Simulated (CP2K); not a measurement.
Worked example: self-consistent single point of MnS (Fm-3m, 4 atoms in the cell) in CP2K.

Computed with CP2K with PBE, GPW, DZVP-MOLOPT-SR-GTH basis, GTH-PBE potentials (GTH_POTENTIALS).

```yaml
crystal:
  lattice:
    - [6.55236, 0.00000, 0.00000]
    - [5.46030, 3.62195, 0.00000]
    - [5.46030, 1.64634, 3.22616]
  atoms:
    - { symbol: Mn, position: [0.00000, 0.00000, 0.00000], spin: 5.0 }
    - { symbol: Mn, position: [0.50000, 0.50000, 0.50000], spin: -5.0 }
    - { symbol: S, position: [0.25000, 0.25000, 0.25000] }
    - { symbol: S, position: [0.75000, 0.75000, 0.75000] }
```
(The spins are starting values, not results.)

Reference input (self-consistent single point, DFT PBE, GPW, DZVP-MOLOPT-SR-GTH basis, GTH-PBE potentials (GTH_POTENTIALS)): UKS = T; CUTOFF = 600 Ry; REL_CUTOFF = 40 Ry; SMEAR/METHOD = FERMI_DIRAC; ELECTRONIC_TEMPERATURE = 580.23 K; KPOINTS/SCHEME = MONKHORST-PACK 4 4 4; GAMMA_CENTERED = T; XC_FUNCTIONAL = PBE; Mn1/BASIS_SET = DZVP-MOLOPT-SR-GTH-q15; Mn1/POTENTIAL = GTH-PBE-q15; Mn2/BASIS_SET = DZVP-MOLOPT-SR-GTH-q15; Mn2/POTENTIAL = GTH-PBE-q15. This run's input differs from it in these lines:

```diff
@@ -41,4 +41,3 @@
     &KPOINTS
-      SCHEME MONKHORST-PACK 4 4 4
-      GAMMA_CENTERED T
+      SCHEME MONKHORST-PACK 7 7 7
     &END KPOINTS
```

Output, abridged:

```
 SCF WAVEFUNCTION OPTIMIZATION

  Step     Update method      Time    Convergence         Total energy    Change
     1 NoMix/Diag. 0.20E+00      -     0.90420651      -228.8566619125 -2.29E+02
     2 Broy./Diag. 0.20E+00      -     0.02250953      -227.6911207109  1.17E+00
     3 Broy./Diag. 0.20E+00      -     0.04030248      -228.1280875727 -4.37E-01
     4 Broy./Diag. 0.20E+00      -     0.01648746      -228.4658238994 -3.38E-01
     5 Broy./Diag. 0.20E+00      -     0.01140655      -229.0800694834 -6.14E-01
     6 Broy./Diag. 0.20E+00      -     0.00306576      -228.8129610319  2.67E-01
   [... 11 lines left out ...]
    18 Broy./Diag. 0.20E+00      -     0.00000030      -228.7375360583 -1.48E-06
    19 Broy./Diag. 0.20E+00      -     0.00000013      -228.7375356766  3.82E-07
    20 Broy./Diag. 0.20E+00      -     0.00000012      -228.7375416814 -6.00E-06
    21 Broy./Diag. 0.20E+00      -     0.00000005      -228.7375376173  4.06E-06
  *** SCF run converged in    21 steps ***

  Overlap energy of the core charge distribution:               0.00000000000000
  Self energy of the core charge distribution:               -396.14720660848337
  Core Hamiltonian energy:                                    107.44213062935756
  Hartree energy:                                              87.87754156780697
  Exchange-correlation energy:                                -27.91000320450006
  Electronic entropic energy:                                  -0.00000000150932
  Fermi energy:                                                 0.26958351407450

  Total energy:                                              -228.73753761732820
  Total energy (extrapolated to T->0):                       -228.73753761657355

   [... lines left out ...]

 STRESS| Analytical stress tensor [bar]
 STRESS|                        x                   y                   z
 STRESS|      x       -8.11922596003E+04  -1.50643131066E+03  -9.22476571893E+02
 STRESS|      y       -1.50643131066E+03  -7.66501380197E+04  -2.78157093788E+02
 STRESS|      z       -9.22476571893E+02  -2.78157093788E+02  -7.63661929146E+04
 STRESS| 1/3 Trace                                            -7.80695301782E+04
```

The run converged in 21 iterations. Against the reference run the free energy goes down by 8.5 meV/atom, the pressure goes from -7.67 to -7.81 GPa and the gap on the mesh goes from 1.396 to 1.467 eV.

The starting cell has typed, rounded lattice constants, without a prior relaxation at this level. Its lattice was rescaled by a random factor within 2.5 % of one. The magnetic order is the one reached from the typed start; others were not searched systematically. Values carry the incompleteness of an atom-centred basis. With a pressure of about -8 GPa the cell is away from its equilibrium volume at this level. Another mesh or the band path of this cell gives a smaller gap, so this value is not converged in the mesh.

Cost on one core of a shared machine: roughly 2 min.
